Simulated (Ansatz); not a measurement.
The reference is ZnSe in the zinc blende structure (space group F-43m, No. 216; a = 5.633 Å).

Computed with PBEsol/PAW in Ansatz (an electronic-structure program), scalar-relativistic without spin-orbit coupling.

Base values:

The electron mass is 0.091 mₑ (at Γ) and the valley order is Γ 1.24 eV; L along ⟨111⟩ 2.48 eV; X along ⟨100⟩ 2.80 eV. The pressure is 0.00 GPa. The width of the top valence band is 2.79 eV.

The change: every lattice vector is shortened by 0.50 %; the atoms relax in the strained cell.

Problem. Predict the new electron mass, valley order, pressure, mean gap deformation potential ΔEg/Δln V and width of the top valence band.

Solution. The electron mass goes from 0.091 mₑ (at Γ) to 0.094 mₑ (at Γ); the valley order (the lowest conduction-band minima on the path, energy above the VBM, named in the base's zone) becomes Γ 1.30 eV; L along ⟨111⟩ 2.50 eV; X along ⟨100⟩ 2.77 eV (base: Γ 1.24 eV; L along ⟨111⟩ 2.48 eV; X along ⟨100⟩ 2.80 eV); the pressure goes from zero to 1.02 GPa; the mean gap deformation potential ΔEg/Δln V comes out as -4.0 eV; the width of the top valence band rises by 0.07 eV (2.79 eV → 2.86 eV).

Effective masses come from finite differences of ±0.01 Å⁻¹. Whether these cells are dynamically stable was not tested.
